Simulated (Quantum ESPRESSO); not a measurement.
Quantum ESPRESSO run on Ir (Fm-3m, 1 atom in the cell): self-consistent single point.

Method: PBE, SSSP 1.1.2 precision (PBE) pseudopotentials (plane waves; Quantum ESPRESSO).

```
Ir
1.0
    0.00000     1.93660     1.93660
    1.93660     0.00000     1.93660
    1.93660     1.93660     0.00000
Ir
1
Direct
  0.00000   0.00000   0.00000
```

Reference input (self-consistent single point, DFT, PBE, plane waves, SSSP 1.1.2 precision (PBE) pseudopotentials): ecutwfc = 50 Ry; ecutrho = 400 Ry; occupations = smearing; smearing = fermi-dirac; degauss = 0.0073499 Ry; potentials = {Ir: Ir_pbe_v1.2.uspp.F.UPF}; K_POINTS = automatic 12 12 12 0 0 0; conv_thr = 1e-11 Ry. This run's input differs from it in these lines:

```diff
@@ -13,4 +13,4 @@
   ntyp = 1
-  ecutwfc = 50
-  ecutrho = 400
+  ecutwfc = 20
+  ecutrho = 160
   occupations = 'smearing'
```

Output (repeated stretches shortened):

```
     Self-consistent Calculation

     iteration #  1     ecut=    20.00 Ry     beta= 0.70

---- Real-time Memory Report at c_bands before calling an iterative solver
            55 MiB given to the printing process from OS
            11 MiB allocation reported by mallinfo(arena+hblkhd)
------------------

     negative rho (up, down):  3.149E-01 0.000E+00

     total energy              =    -181.45607278 Ry
     estimated scf accuracy    <       0.72887127 Ry

     iteration #  2     ecut=    20.00 Ry     beta= 0.70

---- Real-time Memory Report at c_bands before calling an iterative solver
   [... lines left out ...]
            61 MiB given to the printing process from OS
            24 MiB allocation reported by mallinfo(arena+hblkhd)
------------------

     negative rho (up, down):  3.261E-01 0.000E+00

     total energy              =    -181.67315625 Ry
     estimated scf accuracy    <          4.0E-11 Ry

     iteration #  8     ecut=    20.00 Ry     beta= 0.70

---- Real-time Memory Report at c_bands before calling an iterative solver
            61 MiB given to the printing process from OS
            24 MiB allocation reported by mallinfo(arena+hblkhd)
------------------

     negative rho (up, down):  3.261E-01 0.000E+00
     End of self-consistent calculation

     the Fermi energy is    24.1675 ev

!    total energy              =    -181.67315625 Ry
     estimated scf accuracy    <          5.5E-13 Ry
     smearing contrib. (-TS)   =      -0.00167270 Ry
     internal energy E=F+TS    =    -181.67148355 Ry

     convergence has been achieved in   8 iterations

     negative rho (up, down):  3.261E-01 0.000E+00

     Forces acting on atoms (cartesian axes, Ry/au):

     atom    1 type  1   force =     0.00000000    0.00000000    0.00000000

     Total force =     0.000000     Total SCF correction =     0.000000

     negative rho (up, down):  3.261E-01 0.000E+00
          total   stress  (Ry/bohr**3)                   (kbar)     P=    -1157.94
  -0.00787151  -0.00000000   0.00000000        -1157.94       -0.00        0.00
  -0.00000000  -0.00787151   0.00000000           -0.00    -1157.94        0.00
   0.00000000   0.00000000  -0.00787151            0.00        0.00    -1157.94

   JOB DONE.
```

The run converged in 8 iterations. Against the reference run the free energy goes up by 1.49 eV/atom and the pressure goes from -1.21 to -115.8 GPa.

The starting cell comes from a database of computed structures (which also holds hypothetical and non-ambient phases and stackings), without a prior relaxation at this level. Its lattice was rescaled by a random factor within 2.5 % of one. Spin polarisation is off. At the lowered cutoff the pressure carries the error of an incomplete plane-wave basis.
